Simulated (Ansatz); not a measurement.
The starting structures come from a database of crystals and need not be the phases stable at ambient conditions.

Consider the following.

```yaml
crystal:
  lattice:
    - [5.46845, 0.00000, 0.00000]
    - [0.00000, 9.85582, 0.00000]
    - [0.00000, -3.36884, 4.67478]
  atoms:
    - { symbol: Y, position: [0.01965, 0.75000, 0.68742] }
    - { symbol: Y, position: [0.98035, 0.25000, 0.31258] }
    - { symbol: Y, position: [0.51965, 0.25000, 0.81258] }
    - { symbol: Y, position: [0.48035, 0.75000, 0.18742] }
    - { symbol: Sc, position: [0.50000, 0.00000, 0.00000] }
    - { symbol: Sc, position: [0.00000, 0.00000, 0.50000] }
    - { symbol: Sc, position: [0.00000, 0.50000, 0.00000] }
    - { symbol: Sc, position: [0.50000, 0.50000, 0.50000] }
    - { symbol: O, position: [0.37105, 0.25000, 0.19378] }
    - { symbol: O, position: [0.62895, 0.75000, 0.80622] }
    - { symbol: O, position: [0.87105, 0.75000, 0.30622] }
    - { symbol: O, position: [0.12895, 0.25000, 0.69378] }
    - { symbol: O, position: [0.80992, 0.43397, 0.24212] }
    - { symbol: O, position: [0.19008, 0.56603, 0.75788] }
    - { symbol: O, position: [0.30992, 0.56603, 0.25788] }
    - { symbol: O, position: [0.69008, 0.43397, 0.74212] }
    - { symbol: O, position: [0.69008, 0.06603, 0.37418] }
    - { symbol: O, position: [0.30992, 0.93397, 0.62582] }
    - { symbol: O, position: [0.19008, 0.93397, 0.12582] }
    - { symbol: O, position: [0.80992, 0.06603, 0.87418] }
```

Space group of this cell: Pnma. The cell is taken as given; by r2SCAN its mean pressure is -4.9 GPa.

Transport runs along the normal of the first two printed cell vectors.

The gap is the functional's own. No spin-orbit coupling. Mid-gap values are interpolated on the energy grid.

Q: Estimate the band gap and the smallest decay constant κ at mid-gap that r2SCAN run with Ansatz (a first-principles code) returns for this system.

A: Gap 4.99 eV on a 6×6×6 mesh; κ = 0.419 1/Å, at the zone centre.
